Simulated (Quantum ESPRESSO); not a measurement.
Worked example: self-consistent single point of LiNiS₂ (P1, 8 atoms in the cell) in Quantum ESPRESSO.

Method: PBEsol, GBRV 1.5 ultrasoft (PBESOL) pseudopotentials (plane waves; Quantum ESPRESSO).

The change in words: atoms moved at random. Reference geometry:
```
CELL_PARAMETERS angstrom
      5.77262     0.00000     0.00000
      0.00000     3.43378     0.00000
     -0.00829     0.00000     5.94827
ATOMIC_POSITIONS crystal
  Li 0.50000 0.25785 0.75000
  Li 0.50000 0.74215 0.25000
  Ni 0.00000 0.74624 0.25000
  Ni 0.00000 0.25376 0.75000
  S  0.21131 0.24667 0.41869
  S  0.78869 0.75333 0.58131
  S  0.78869 0.24667 0.08131
  S  0.21131 0.75333 0.91869
```

Reference input (self-consistent single point, DFT, PBEsol, plane waves, GBRV 1.5 ultrasoft (PBESOL) pseudopotentials): ecutwfc = 50 Ry; ecutrho = 400 Ry; occupations = smearing; smearing = gaussian; degauss = 0.0099958 Ry; K_POINTS = automatic 4 7 4 0 0 0; conv_thr = 1e-10 Ry; mixing_beta = 0.7. This run's input differs from it in these lines:

```diff
@@ -27,10 +27,10 @@
 ATOMIC_POSITIONS bohr
-Li    5.44259407    1.67316432    8.43044524
-Li    5.45042226    4.81574134    2.81014841
-Ni   -0.00391410    4.84228096    2.81014841
-Ni   -0.01174229    1.64662470    8.43044524
-S     2.29855646    1.60061836    4.70632416
-S     8.59445987    4.88828730    6.53426950
-S     8.60228806    1.60061836    0.91397267
-S     2.29072827    4.88828730   10.32662099
+Li    5.44333242    1.61322630    8.43291817
+Li    5.48313018    4.92282126    2.76832216
+Ni    0.05110524    4.84182025    2.81302601
+Ni    0.04921232    1.69536936    8.47963408
+S     2.19532298    1.45910830    4.67054535
+S     8.46634858    4.99700892    6.55764993
+S     8.64792621    1.54525502    0.96364485
+S     2.32700378    4.88101973   10.27663407
 K_POINTS automatic
```

Log, with long lists cut:

```
     Self-consistent Calculation

     iteration #  1     ecut=    50.00 Ry     beta= 0.70

     total energy              =    -724.49560012 Ry
     estimated scf accuracy    <     117.21911646 Ry

     iteration #  2     ecut=    50.00 Ry     beta= 0.70

     total energy              =    -801.78322701 Ry
     estimated scf accuracy    <     307.88120133 Ry

     iteration #  3     ecut=    50.00 Ry     beta= 0.70

     total energy              =    -811.29305799 Ry
     estimated scf accuracy    <      46.43124282 Ry

   [... 20 blocks of this kind left out ...]

     iteration # 24     ecut=    50.00 Ry     beta= 0.70

     total energy              =    -811.35590891 Ry
     estimated scf accuracy    <          1.0E-10 Ry

     iteration # 25     ecut=    50.00 Ry     beta= 0.70
     End of self-consistent calculation

     the Fermi energy is     8.4217 ev

!    total energy              =    -811.35590891 Ry
     estimated scf accuracy    <          5.8E-11 Ry
     smearing contrib. (-TS)   =      -0.00416052 Ry
     internal energy E=F+TS    =    -811.35174840 Ry

     convergence has been achieved in  25 iterations

     Forces acting on atoms (cartesian axes, Ry/au):

     atom    1 type  1   force =     0.00129758    0.00166248   -0.00073655
     atom    2 type  1   force =    -0.00054950   -0.00312767    0.00117306
     atom    3 type  2   force =    -0.01648864   -0.01752954   -0.00265112
     atom    4 type  2   force =    -0.01672137   -0.00726020   -0.00954566
     atom    5 type  3   force =    -0.00043428    0.02287651    0.00646925
   [... lines left out ...]

     Total force =     0.053455     Total SCF correction =     0.000034

          total   stress  (Ry/bohr**3)                   (kbar)     P=      -43.12
  -0.00027207   0.00002790   0.00000829          -40.02        4.10        1.22
   0.00002790  -0.00029880   0.00000831            4.10      -43.96        1.22
   0.00000829   0.00000831  -0.00030840            1.22        1.22      -45.37

   JOB DONE.
```

The run converged in 25 iterations. Against the reference run the free energy rises by 9.5 meV/atom, the pressure goes from -4.50 to -4.31 GPa and the largest force goes from 0.337 to 0.715 eV/Å.

The starting cell comes from a database of computed structures (which also holds hypothetical and non-ambient phases and stackings), without a prior relaxation at this level. Its lattice was rescaled by a random factor within 2.5 % of one. For this run, on top of that: atoms moved at random. Spin polarisation is off, so a magnetic state, if there is one, cannot be reached. With a pressure of about -4 GPa the cell is away from its equilibrium volume at this level.

Cost on one core of a shared machine: roughly 7 min.
